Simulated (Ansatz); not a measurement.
Here is the system:

End structure of a constructed model of the (100) surface of bcc Fe, ferromagnetic, a layer of Ru in place of the second plane (bottom of the slab: a bare face, its two planes held):

```yaml
crystal:
  lattice:
    - [2.83070, 0.00000, 0.00000]
    - [0.00000, 2.83070, 0.00000]
    - [0.00000, 0.00000, 23.50000]
  atoms:
    - { symbol: Fe, position: [0.50000, 0.50000, 0.34586] }
    - { symbol: Fe, position: [0.00000, 0.00000, 0.40608] }
    - { symbol: Fe, position: [0.50000, 0.50000, 0.46853] }
    - { symbol: Fe, position: [0.00000, 0.00000, 0.52851] }
    - { symbol: Ru, position: [0.50000, 0.50000, 0.59679] }
    - { symbol: Fe, position: [0.00000, 0.00000, 0.66252] }
```

Model: 6-atom slab, 7.2 Å thick at the start (thin: gaps and levels are the slab's own), 13x13x1 mesh, Fermi-Dirac 0.1 eV, dipole correction, 2 atoms held, the rest relaxed; symmetry of the start imposed; spin-polarised, ending with about 13.2 μB a cell; orders that need a larger cell were not tried, no spin-orbit, no U. It is one candidate, not shown to be the stable structure of the face.

Task: Estimate the work function of the top face that PBE (Ansatz, a quantum-chemistry and plane-wave program) returns for this input.

Result: 3.92 eV
